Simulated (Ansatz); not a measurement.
Functionals compared on the (111) surface of bcc W in its 1x1 cell, outermost plane spacing 0.92 Å in the ideal cut, in Ansatz (plane waves, PAW). The structure was relaxed with PBE; the other rows are single points on it, each with its references at the same level. Cutoff 420 eV (500 eV for r2SCAN).

Slab: 12 atoms, 10.1 Å thick at the start (thin: gaps and levels are the slab's own); k 10x10x1, smearing 0.1 eV, dipole-corrected; all atoms relaxed; start symmetry kept, larger cells not searched; no spin, no spin-orbit, no U. These notes are the PBE run's.

| functional | surface energy (J/m²) | work function of the top face (eV) | rough cost of the single point |
|---|---|---|---|
| PBE | 3.52 | 4.12 | – |
| LDA | 3.87 | 4.41 | around 70 core-seconds (rough) |
| PBEsol | ___ | ___ | about 80 core-seconds (a rough figure) |
| RPBE | 3.35 | 3.98 | roughly 70 core-seconds |
| r2SCAN | 3.80 | 4.16 | roughly 2.3 core-minutes |

Problem. Fill in the missing entries.

Solution. 
- PBEsol, surface energy (J/m²): 3.82
- PBEsol, work function of the top face (eV): 4.22

Ansatz is a program for electronic structure.
